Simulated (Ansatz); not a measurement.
The parent structure is Zn in the diamond structure (space group Fd-3m, No. 227; a = 5.655 Å; a hypothetical phase, not in the database extracts checked). Axes: x, y, z lie along the cube axes.

Method: PBEsol in Ansatz (plane waves to 420 eV, PAW, spin-orbit coupling left out).

Free-standing slabs (2 atom(s) a layer) normal to [110] with 15 Å of vacuum; in-plane cell held at bulk.

One change was made to it. Results:

| quantity | base | after |
|---|---|---|
| excess energy per area of both faces (slab less bulk energy over the cell's area: twice a surface energy) (uncertain by up to 0.06 J/m²) | – | 1.00 J/m² |
| shortest interatomic distance | 2.449 Å | 2.364 Å |

Task: Which of these changes matches the shifts?
A) 2 layers
B) 4 layers
C) 5 layers
D) 6 layers

Result: B, 4 layers. For comparison, the shortest interatomic distance in the other runs: 6 layers gives 2.421 Å; 2 layers gives 2.433 Å; 5 layers gives 2.435 Å.

The excess energy carries the mismatch between the slab's and the bulk's meshes. Stability against distortions was not tested.

Ansatz is a quantum-chemistry and plane-wave program.
